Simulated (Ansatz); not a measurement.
Structures of equal composition on the (000-1) surface of 4H silicon carbide (C plane on top): (√3x√3)R30° Si adatom at H3; (√3x√3)R30° Si adatom at T4. The slabs share one bottom face, and each structure is named by its start. These are constructed structures in small cells; real faces may alloy, dewet or reconstruct in larger ones, and not all known structures of the face are among them. Slabs of about 11 Å with all that they carry, Fermi-Dirac smearing of 0.025 eV. Bottom of the slabs: H caps. Relaxed from the named starts with such symmetry as they have, on meshes of like density; energies extrapolated to zero smearing; no spin-orbit coupling, no U. Spin-polarised runs, if any, are marked in brackets, and their order is one that fits the cell; the others ran without spin. Where a second, spin-polarised start was run, the lower counts.

Host crystal: 4H silicon carbide, with a band gap (PBE, scalar-relativistic without spin-orbit coupling).

These are r2SCAN, at the PBE geometry (plane waves to 500 eV, PAW; Ansatz, a program for electronic structure) values and carry that method's errors.

Question: Rank these by energy per 1x1 cell (lowest first), as r2SCAN, at the PBE geometry gives it.

Answer: (√3x√3)R30° Si adatom at H3 (0.000 eV [spin, 1.0 μB a cell], gap 1.15 eV on the mesh), (√3x√3)R30° Si adatom at T4 (0.053 eV [spin, 1.0 μB a cell], gap 0.97 eV on the mesh)
